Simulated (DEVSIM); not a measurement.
## GaAs p-n junction from an implanted or diffused profile

System: GaAs p-n junction from an implanted or diffused profile, at 350 K.

| layer (left to right) | material | thickness (μm) | Nd (cm⁻³) | τn (s) | τp (s) |
|---|---|---|---|---|---|
| 1 | GaAs | 18.0 | 3.2e14 | 9.6e-8 | 9.6e-8 |

Added acceptor profile: 7.3e17 cm⁻³ × exp(−(x − 0 μm)²/(2·(0.032 μm)²)). Left contact: ohmic. Right contact: ohmic. Voltage is applied to the left contact. Recombination: SRH at mid-gap, radiative, Auger. Mobility is constant in doping.

The device is made up for the run: typed textbook-type constants, with dimensions and the other settings drawn at random. Values at 300 K; Nc and Nv go as T^1.5, mobilities as T to minus their exponent, the gap by Varshni's rule with the affinity fixed.

| parameter | GaAs |
|---|---|
| gap (eV) | 1.424 |
| affinity (eV) | 4.07 |
| permittivity | 12.9 |
| Nc (cm⁻³) | 4.7e17 |
| Nv (cm⁻³) | 9e18 |
| μn (cm²/Vs) | 8500 |
| μp (cm²/Vs) | 400 |
| T exponent of μn | 2.1 |
| T exponent of μp | 2.2 |
| B (cm³/s) | 2e-10 |
| Cn (cm⁶/s) | 1e-30 |
| Cp (cm⁶/s) | 1e-30 |
| Varshni α (eV/K) | 0.000541 |
| Varshni β (K) | 204 |

DEVSIM, 1D drift-diffusion, Boltzmann statistics, complete ionisation; no tunnelling, impact ionisation, image-force lowering or self-heating.

The potential step across the device at zero bias is 1.091 V and the dark forward voltage at 1 A/cm² is 0.852 V. The dark forward voltage at 100 A/cm² is 1.119 V.

Small-signal capacitance in reverse bias (quasi-static):

| V (V) | C (nF/cm²) |
|---|---|
| -0.1 | 5.37 |
| -0.25 | 5.00 |
| -0.5 | 4.53 |
| -0.75 | 4.17 |
| -1 | 3.89 |
| -1.5 | 3.46 |
| -2 | 3.15 |
| -2.5 | 2.91 |
| -3.25 | 2.64 |
| -4 | 2.43 |
| -5 | 2.21 |

Dark forward current:

| V (V) | J (A/cm²) |
|---|---|
| 0.05 | 4.3e-9 |
| 0.10 | 1.4e-8 |
| 0.20 | 8.9e-8 |
| 0.25 | 2.2e-7 |
| 0.30 | 5.3e-7 |
| 0.40 | 3.5e-6 |
| 0.45 | 9.7e-6 |
| 0.55 | 0.00011 |
| 0.60 | 0.00043 |
| 0.65 | 0.0019 |
| 0.75 | 0.045 |
| 0.80 | 0.22 |
| 0.85 | 0.95 |
| 0.95 | 11 |
| 1.00 | 25 |
| 1.10 | 84 |
| 1.15 | 130 |
| 1.20 | 190 |
| 1.30 | 330 |
| 1.35 | 420 |
| 1.40 | 510 |
| 1.50 | 710 |
| 1.55 | 820 |
| 1.65 | 1000 |
| 1.70 | 1100 |
| 1.75 | 1300 |
| 1.85 | 1500 |
| 1.90 | 1600 |
